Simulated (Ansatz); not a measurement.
**Cs2AgBiBr6: biaxial strain +2.50 %, plane normal [111], relaxed out of plane**

Base system: Cs2AgBiBr6 (space group Fm-3m, No. 225; a = 10.996 Å). Axes: x, y, z lie along the cube axes.

Modification: tensile biaxial strain of 2.50 % in the plane normal to [111], as in epitaxy on a mismatched substrate; the out-of-plane cell vector and the atoms relax.

The values are results of LDA (Ansatz, a first-principles code; PAW; 420 eV plane waves; no spin-orbit coupling), not measurements. Settings: 5×5×5 k-points, 0.05 eV Fermi–Dirac smearing.

The volume per atom goes up by 0.59 Å³, from 33.24 Å³ to 33.83 Å³ and the space group goes from Fm-3m (No. 225) to R-3m (No. 166). The shortest interatomic distance grows by 0.022 Å to 2.711 Å and the energy goes up by 4.4 meV/atom. The pressure (mean of the normal stresses, compression positive) decreases by 0.547 GPa (-0.01 GPa → -0.55 GPa) and the band gap shrinks by 0.04 eV to 0.90 eV. The gap character is indirect, F → T and the smallest direct gap decreases by 0.13 eV (2.20 eV → 2.07 eV). The electron mass goes from 0.36 mₑ along k, 0.24 mₑ across (at L) to 0.38 mₑ along k, 0.25 mₑ across (at L) and the out-of-plane strain comes out as -3.13 %. The ratio −ε⊥/ε∥ amounts to 1.25.

Spin-orbit coupling, missing from the scalar runs, can matter with Bi. Effective masses come from finite differences of ±0.01 Å⁻¹. Along k means along the line from Γ to the band edge. No phonon test of stability was made. Labels are those of the standard path for the cell's own space group.
